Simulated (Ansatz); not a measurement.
MgO (Pm-3n, No. 223, 12 atoms in the cell; start mp-1101930; a measured phase of this formula has another space group) was calculated with HSE06 in Ansatz (PAW).

Input file:

Ansatz 0.2 input:
```yaml
crystal:
  lattice:
    - [5.5904223426, 0.0, 0.0]
    - [0.0, 5.5904223426, 0.0]
    - [0.0, 0.0, 5.5904223426]
  atoms:
    - { symbol: Mg, position: [0.25, 0.0, 0.5] }
    - { symbol: Mg, position: [0.75, 0.0, 0.5] }
    - { symbol: Mg, position: [0.5, 0.75, 0.0] }
    - { symbol: Mg, position: [0.5, 0.25, 0.0] }
    - { symbol: Mg, position: [0.0, 0.5, 0.75] }
    - { symbol: Mg, position: [0.0, 0.5, 0.25] }
    - { symbol: O, position: [0.25, 0.5, 0.0] }
    - { symbol: O, position: [0.75, 0.5, 0.0] }
    - { symbol: O, position: [0.0, 0.75, 0.5] }
    - { symbol: O, position: [0.0, 0.25, 0.5] }
    - { symbol: O, position: [0.5, 0.0, 0.75] }
    - { symbol: O, position: [0.5, 0.0, 0.25] }
basis:
  ecutwfc: 460
  ecutrho_ratio: 4
  xc_grid: 2
kpoints:
  mp_grid: { grid: [4, 4, 4] }
hamiltonian:
  xc: hse06
  dispersion: none
  pseudopotentials: { kind: paw }
scf:
  occupations: { method: fermi_dirac, width: 0.01 }
  convergence: { dr2_threshold: 0.0000000012 }
output:
  forces: true
  stress: true
  eigenvalues: true
```

Excerpt of the program's output:

```
WARN output.stress: scf.exx.energy_threshold = 1e-6 eV is looser than the 1.2e-7 eV advised for a stress under a hybrid functional (1e-8 eV for each atom of …
Crystal: 12 atoms, lattice volume = 174.716 Å³
Basis set: ecut = 460 eV, 3887 PW (Γ), exchange–correlation on 80×80×80 points (8 copies of the dense FFT grid, shifted against one another)
Bands: 60, of which v1, the nominal top of the filled ones, is band 48 counted from 1 (47 counted from 0)
Symmetry: 48 space group operations
Space group: Pm-3n (ITA 223), of the structure as read, at distance tolerance 5.6e-5 Å
k-points: 10 of 64
SCF iter   1: F=—  HF=-14963.279288 eV  |F-HF|=—  |Δ(HF+E_count)|=         —  Δρ=1.57e-3  dr2=5.92e-3
SCF iter   2: F=—  HF=-14963.280823 eV  |F-HF|=—  |Δ(HF+E_count)|=   1.54e-3  Δρ=7.36e-4  dr2=1.23e-3
  ...
Crystal: 12 atoms, lattice volume = 174.716 Å³
Initial density: handed on by an earlier stage of this run
Crystal: 12 atoms, lattice volume = 174.716 Å³
SCF iter   4: F=—  HF=-14964.187611 eV  |F-HF|=—  |Δ(HF+E_count)|=   1.66e-7  Δρ=4.27e-6  dr2=2.15e-8
SCF iter   5: F=-14964.187611 eV  HF=-14964.187611 eV  |F-HF|=2.18e-11  |Δ(HF+E_count)|=   7.70e-9  Δρ=1.49e-7  dr2=7.03e-11
SCF 3 converged in 5 iterations: F = -14964.187611 eV  dr2 = 7.03e-11
Free energy (F): -14964.187611 eV
Internal energy: -14964.187611 eV  (E = F + TS)
E sigma→0 (E₀):  -14964.187611 eV
Fermi energy:    4.158661 eV
--- Stress (GPa, compression-positive) ---
       -0.842217      -0.000000       0.000000
       -0.000000      -0.842217       0.000000
        0.000000       0.000000      -0.842217
  P = ⅓ Tr σ = -0.8422 GPa (-8.422 kbar)
```

The PAW data were made under PBE.

Note: cell and atoms aren't relaxed at this level (pressure -0.8 GPa).

It cost about 2.2 core-minutes (a rough figure) of CPU time.

A start named mp-… is a Materials Project structure, which need not be a measured phase.

Ansatz is a program for electronic structure.
